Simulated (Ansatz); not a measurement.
We consider CdS (model structure, started from the h-BN type, P6₃/mmc, No. 194, 4 atoms in the cell), described by LDA in Ansatz (plane waves, PAW).

Run with plane-wave cutoff 520 eV, 12×12×4 k mesh (along the axes of the cell as run), Fermi–Dirac smearing 0.01 eV, scalar-relativistic PAW data made under PBE.

Cell (relaxed at this level):

```yaml
crystal:
  lattice:
    - [4.32401, 0.00000, 0.00000]
    - [-2.16201, 3.74470, 0.00000]
    - [0.00000, 0.00000, 5.61075]
  atoms:
    - { symbol: Cd, position: [0.33333, 0.66667, 0.25000] }
    - { symbol: Cd, position: [0.66667, 0.33333, 0.75000] }
    - { symbol: S, position: [0.33333, 0.66667, 0.75000] }
    - { symbol: S, position: [0.66667, 0.33333, 0.25000] }
```

Task: Estimate the band gap and smallest direct gap on the k points sampled that the calculation returns.

Result: 
- band gap: 0.74 eV
- smallest direct gap on the k points sampled: 1.03 eV

Note: the relaxation could raise the start's symmetry but not lower it, so the cell can be a saddle point.

Spin–orbit coupling is not included.

Computed values are for the static lattice.

A model structure was made by putting elements into a prototype or built by hand; it is no filed structure, need not be a known phase, and can be a saddle point held by its symmetry.

Ansatz is a first-principles code.
